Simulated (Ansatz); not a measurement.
Results of HSE06 in Ansatz (plane waves, PAW) for antifluorite K₂Te.

Settings: plane-wave cutoff 460 eV, 6×6×6 k mesh, Fermi–Dirac smearing 0.01 eV, scalar-relativistic PAW data made under PBE.

Computed at the level's own relaxed cell.

Problem. Estimate the equilibrium volume per atom, smallest direct gap on the k points sampled, bulk modulus and pressure derivative B′ of the bulk modulus that the calculation returns.

Solution. 
- equilibrium volume per atom: 45.84 Å³/atom
- smallest direct gap on the k points sampled: 2.97 eV
- bulk modulus: 13.9 GPa
- pressure derivative B′ of the bulk modulus: 4.4

Note: the relaxation could not lower the start's symmetry, so the cell can be a saddle point above a distorted one.

Spin–orbit coupling is not included; with these elements it can move the gap by several tenths of an eV or more.

Computed values are for the static lattice.

The result took very roughly 13 core-minutes.

Ansatz is a quantum-chemistry and plane-wave program.
